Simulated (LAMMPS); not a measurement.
MD of CoAl (CsCl type) at zero pressure, 1024 atoms, as a crystal; each row is its own run.

Computed with classical MD, pair style meam, file MoCoNiVFeAlCr_2nn.meam (LAMMPS).

```
T (K)  enthalpy (eV/atom)
-----  ------------------
200               -4.3980
300               -4.3715
860               -4.2186
1140              -4.1391
1420              -4.0565
2000              -3.8778
2280              -3.7853
```

Question: Fit a straight line, y = a + b x, to these rows (x is the first column, y the second) and predict the run at x = 1710.

Answer: Least squares gives a = -4.4645 and b = 0.0002933. At x = 1710 the fit predicts -3.9630 eV/atom. The run itself gave -3.9701 ± 0.0003 eV/atom, so the fit is 7.1 meV/atom high.

Caution (rows 860; 1140; 1420; 1710; 2000; 2280): a run this short can hold a crystal over, or a liquid under, the potential's own melting point, which these runs don't give.
